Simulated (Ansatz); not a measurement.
## Ru (model structure, I4/mmm, No. 139, 1 atom in the cell)

All values below come from r²SCAN in Ansatz (plane waves, PAW).

Numerical settings: plane-wave cutoff 560 eV, 26×26×26 k mesh, Fermi–Dirac smearing 0.05 eV, no spin polarisation, scalar-relativistic PAW data made under PBE.

Cell (relaxed at this level):

```
Ru
1.0
   -1.60050     1.60050     1.36170
    1.60050    -1.60050     1.36170
    1.60050     1.60050    -1.36170
Ru
1
Cartesian
  0.00000   0.00000   0.00000
```

- bulk modulus: 303 GPa

Note: the run has no spin polarisation, so it can have missed a magnetic state; the bulk modulus is −V dP/dV from two relaxed cells at ±2 % in volume; the relaxation could raise the start's symmetry but not lower it, so the cell can be a saddle point.

Static lattice: no zero-point or thermal effects.

It cost very roughly 90 core-seconds of CPU time.

A model structure was made by putting elements into a prototype or built by hand; it is no filed structure, need not be a known phase, and can be a saddle point held by its symmetry.

Ansatz is an electronic-structure program.
